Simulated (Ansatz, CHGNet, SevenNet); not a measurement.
**NbSi₂ (model structure, started from the CrSi2 type, P6₂22, No. 180, 9 atoms in the cell): equilibrium lattice constant a by level of theory**

No measured value is used here.

| level (code) | value (Å) |
|---|---|
| CHGNet-r²SCAN | 4.812 |
| SevenNet-0 | 4.820 |
| SevenNet-l3i5 | 4.818 |
| LDA (Ansatz) | ? |
| PBE (Ansatz) | 4.813 |
| PBEsol (Ansatz) | 4.770 |
| r²SCAN (Ansatz) | ? |

Question: What belongs in the gaps?

Answer: 
- LDA (Ansatz, a first-principles code), value (Å): 4.745
- r²SCAN (Ansatz), value (Å): 4.796

Cutoffs differ between the levels. Ansatz's density-functional and Hartree–Fock values are scalar-relativistic unless marked +SOC, with PAW data made under PBE.

Machine-learned potentials (CHGNet-r²SCAN, SevenNet-0, SevenNet-l3i5) are trained on DFT data: a solid inside that data is no test of them.

A model structure was made by putting elements into a prototype or built by hand; here it ended with the formula and space group of a phase in our tables.
